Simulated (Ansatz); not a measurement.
F on the 1x1 (0001) surface of hcp Ru, one in a 3x3 cell, energies for each (57.7 Å²). Energies are against ½ F2(g), without zero-point or thermal terms; each row is named by its start.

Level of theory: PBE (plane waves to 420 eV, PAW; Ansatz, a quantum-chemistry and plane-wave program).

Slab: 37 atoms, 6.3 Å thick at the start under the adsorbate (thin: gaps and levels are the slab's own); k 4x4x1, smearing 0.1 eV, dipole-corrected; 18 atoms held, the rest relaxed; each run with such symmetry as its start has; no spin, no spin-orbit, no U, no dispersion correction.

A negative adsorption energy means that the adsorbate is more stable on the surface than in its reference. Heights count from the host atoms within 0.3 Å of the top one.

```tsv
starting site	E_ads (eV)	height (Å)	nearest host atom (Å)	bonded to	Δ work function (eV)	lateral drift (Å)
top Ru	-2.81	1.99	Ru 1.95	Ru	0.55	0.0
hollow Ru-Ru-Ru	-2.93	1.66	Ru 2.28	3 Ru	0.25	0.0
hollow Ru-Ru-Ru over Ru at depth 2.1 Å	-2.86	1.66	Ru 2.28	3 Ru	0.22	0.0
```
